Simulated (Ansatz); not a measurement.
Functionals compared on a constructed model of the (111)B surface of zinc-blende GaAs, As-terminated, 2x2 As adatom at T4 (bottom of the slab: 3 H on 4 bottom sites), in Ansatz (plane waves, PAW). The structure was relaxed with PBE; the other rows are single points on it. Cutoff 420 eV (500 eV for r2SCAN).

Slab: 36 atoms, 14.1 Å thick at the start with caps and adatoms; k 3x3x1, smearing 0.025 eV, dipole-corrected; 8 atoms held, the rest relaxed; start symmetry kept, larger cells not searched; no spin, no spin-orbit, no U. In PBE it is, or lies within 0.01 eV a 1x1 cell of, the lowest of the 3 structures of its composition computed so far; subsurface sites and larger cells were not tried. These notes are the PBE run's.

| functional | gap of the slab on its k-mesh (eV) | highest filled level below the top vacuum level (eV) | rough cost of the single point |
|---|---|---|---|
| PBE | 0.30 | 4.80 | – |
| r2SCAN | ___ | ___ | about 7 core-minutes (a rough figure) |

**Question.** Some entries are withheld; supply them.

**Answer.** 
- r2SCAN, gap of the slab on its k-mesh (eV): 0.56
- r2SCAN, highest filled level below the top vacuum level (eV): 5.05

Ansatz is a program for electronic structure.
